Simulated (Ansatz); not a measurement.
Defect migration in wurtzite AlN with all lengths changed by -1 %: Al vacancy, charge state -3. Computed with PBE, PAW (plane waves to 420 eV; Ansatz, a program for electronic structure).

Settings: 72 host sites, the strained lattice (strain from the relaxed PBE one, atoms relaxed), a 2×2×2 k-point mesh shifted by half a step along c, smearing 0.01 eV, spin-restricted, no image-charge correction. No zero-point or tunnelling terms. The charge state is imposed; whether it is stable for some Fermi level was not computed. Forms of the defect that were not tried may lie lower.

The step: a nearby Al atom hops onto the vacant site. Atoms about the jump, Cartesian Å from the middle of the jump, before and after:

| atom | x0 | y0 | z0 | x1 | y1 | z1 |
|---|---|---|---|---|---|---|
| Al1 | 0.00 | 1.78 | 1.23 | 0.00 | -1.78 | -1.23 |
| N2 | -1.55 | 0.90 | 0.66 | -1.67 | 0.83 | 0.60 |
| N3 | 1.55 | 0.90 | 0.66 | 1.67 | 0.83 | 0.60 |
| N4 | 0.00 | -1.79 | 0.94 | 0.00 | -1.80 | 0.66 |
| N5 | 0.00 | 1.80 | -1.83 | 0.00 | 1.79 | -1.91 |
| Al6 | 1.54 | 0.84 | -1.26 | 1.52 | 0.91 | -1.20 |
| Al7 | -1.54 | 0.85 | -1.26 | -1.52 | 0.91 | -1.20 |
| Al8 | -1.53 | -0.90 | 1.21 | -1.54 | -0.84 | 1.23 |
| Al9 | 1.53 | -0.90 | 1.21 | 1.54 | -0.84 | 1.23 |
| N10 | -1.67 | -0.82 | -1.89 | -1.55 | -0.91 | -1.84 |
| N11 | 1.67 | -0.82 | -1.89 | 1.55 | -0.91 | -1.84 |
| N12 | 0.00 | 3.58 | 0.66 | 0.00 | 3.72 | 0.60 |
| Al13 | 0.00 | 3.58 | -1.24 | 0.00 | 3.55 | -1.20 |
| N14 | 0.00 | 1.79 | 3.13 | 0.00 | 1.79 | 3.43 |
| Al15 | -3.10 | 1.79 | 1.23 | -3.05 | 1.77 | 1.23 |
| Al16 | 3.09 | 1.79 | 1.23 | 3.05 | 1.77 | 1.23 |
| N17 | -1.60 | -0.87 | 3.14 | -1.55 | -0.90 | 3.14 |
| N18 | 1.59 | -0.87 | 3.14 | 1.55 | -0.90 | 3.14 |
| N19 | -3.11 | -1.79 | 0.66 | -3.08 | -1.80 | 0.68 |
| N20 | 3.11 | -1.79 | 0.66 | 3.08 | -1.80 | 0.68 |
| Al21 | 0.00 | -3.55 | 1.21 | 0.00 | -3.58 | 1.24 |
| Al22 | -3.05 | -1.77 | -1.26 | -3.09 | -1.79 | -1.20 |
| Al23 | 3.05 | -1.77 | -1.26 | 3.09 | -1.79 | -1.20 |
| Al24 | 1.56 | 0.89 | 3.73 | 1.53 | 0.91 | 3.69 |
| Al25 | -1.56 | 0.89 | 3.73 | -1.53 | 0.91 | 3.69 |

Q: Give the saddle-point geometry and the barrier.

A: 
```
atom      x      y      z
----  -----  -----  -----
Al1    0.00   0.30   0.14
N2    -1.70   0.77   0.53
N3     1.70   0.77   0.53
N4     0.00  -1.52   0.86
N5     0.00   1.69  -1.77
Al6    1.74   0.88  -1.43
Al7   -1.74   0.88  -1.43
Al8   -1.71  -0.94   1.34
Al9    1.71  -0.94   1.34
N10   -1.67  -0.84  -1.87
N11    1.67  -0.84  -1.87
N12    0.00   3.60   0.63
Al13   0.00   3.53  -1.18
N14    0.00   1.74   3.33
Al15  -3.07   1.82   1.21
Al16   3.07   1.82   1.21
N17   -1.62  -0.88   3.21
N18    1.62  -0.88   3.21
N19   -3.14  -1.85   0.67
N20    3.14  -1.85   0.67
Al21   0.00  -3.43   1.13
Al22  -3.06  -1.80  -1.24
Al23   3.06  -1.80  -1.24
Al24   1.54   0.92   3.75
Al25  -1.54   0.92   3.75
```
It lies 5.18 eV above the start and 5.18 eV above the end. The saddle point's order was not checked, and it lies on a symmetry element of the cell, where a band can be held.
